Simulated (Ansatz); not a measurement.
Levels about the gap of amorphous Si$_{28}$O$_{28}$ (56 atoms in a cell of 969 Å³, 2.11 g/cm³; zone centre alone, so wide bands show as single levels with stretches between that a denser mesh fills), at the geometry that PBE relaxed, where it gives 0.0 GPa on a denser mesh. The participation number counts the atoms over which a state spreads; weights are charges in smoothed Voronoi cells. The levels come from a single point, so bond lengths are those of that geometry. Method of the levels: PBE, scalar-relativistic without spin-orbit coupling (Ansatz, a quantum-chemistry and plane-wave program). Sampling: the zone centre alone; Fermi-Dirac width 0.02 eV; no spin polarisation. The usual formal charges leave 56 electrons over, so the level spacing at the Fermi energy parts defect or band states and needn't be the band gap. At PBE the levels at the filled edge of the gap are localised (band-tail or defect states), and the nearest spread-out levels lie 1.5 eV apart at the zone centre.

The cell was made by melting and quenching with the CHGNet potential and then relaxed with DFT. O atoms were pushed apart under 1.9 Å during the dynamics, to hinder bonds among them. The hot cell started wider than the set density and was brought back towards it in steps. It is the lowest in DFT energy of 2 quenches. It is a model cell: composition and starting density were chosen by hand, and all elements were melted together. No dispersion term was used. Its density started from a set value of 2.15 and ended at 2.11 g/cm³. The quench (nominally 360 K/ps over its main leg) was far faster than any real one, so the model tends to hold more defects than a real film. A cell of this size samples the disorder only roughly. Volume and shape were free in the relaxation. On a 2×2×2 Γ-centred mesh force components of up to 0.34 eV/Å stay, since the relaxation ran on the zone centre alone.

| E - E(highest filled), eV | filling | participation number | largest on | weight Si | weight O |
|---|---|---|---|---|---|
| -1.52 | filled | 12.0 | Si, 4 neighbours | 0.74 | 0.26 |
| -1.41 | filled | 22.7 | Si, 4 neighbours | 0.74 | 0.26 |
| -1.25 | filled | 13.3 | Si, 4 neighbours | 0.79 | 0.21 |
| -1.21 | filled | 16.2 | Si, 4 neighbours | 0.77 | 0.23 |
| -0.84 | filled | 16.5 | Si, 3 neighbours | 0.76 | 0.24 |
| -0.63 | filled | 19.4 | Si, 4 neighbours | 0.78 | 0.22 |
| 0.00 | filled | 8.3 | Si, 3 neighbours | 0.83 | 0.17 |
| 0.87 | empty | 12.4 | Si, 3 neighbours | 0.81 | 0.19 |
| 1.20 | empty | 17.3 | Si, 3 neighbours | 0.85 | 0.15 |
| 1.81 | empty | 15.3 | Si, 4 neighbours | 0.82 | 0.18 |
| 2.09 | empty | 21.5 | Si, 4 neighbours | 0.78 | 0.22 |
| 2.19 | empty | 22.5 | Si, 3 neighbours | 0.75 | 0.25 |
| 2.35 | empty | 23.4 | Si, 4 neighbours | 0.75 | 0.25 |
| 2.57 | empty | 29.8 | Si, 3 neighbours | 0.78 | 0.22 |

Most localised among these is the filled level at +0.00 eV, on a Si atom, which has 3 neighbours (Si 2.24 Å, Si 2.29 Å, Si 2.35 Å).
